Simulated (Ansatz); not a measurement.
Base system: MoSi2 (space group I4/mmm, No. 139; a = 3.190 Å, c = 7.821 Å).

Method: PBEsol (Ansatz, a program for electronic structure; PAW; 420 eV plane waves; no spin-orbit coupling).

One change was made to it. Results:

```tsv
quantity	base	after
lattice parameter a	3.190 Å	3.187 Å
c/a ratio	2.451	2.452
```

### Question
Which of these changes matches the shifts?
A) pressure −1 GPa
B) pressure 0.7 GPa
C) pressure 5 GPa
D) pressure 3 GPa

### Answer
B, pressure 0.7 GPa. For comparison, the lattice parameter a in the other runs: pressure 3 GPa gives 3.175 Å; pressure −1 GPa gives 3.195 Å; pressure 5 GPa gives 3.166 Å.

Load acts through the strain it causes; cell and atoms are relaxed under it. No phonon test of stability was made. No other phases were tried under pressure. All final runs are without spin polarisation.
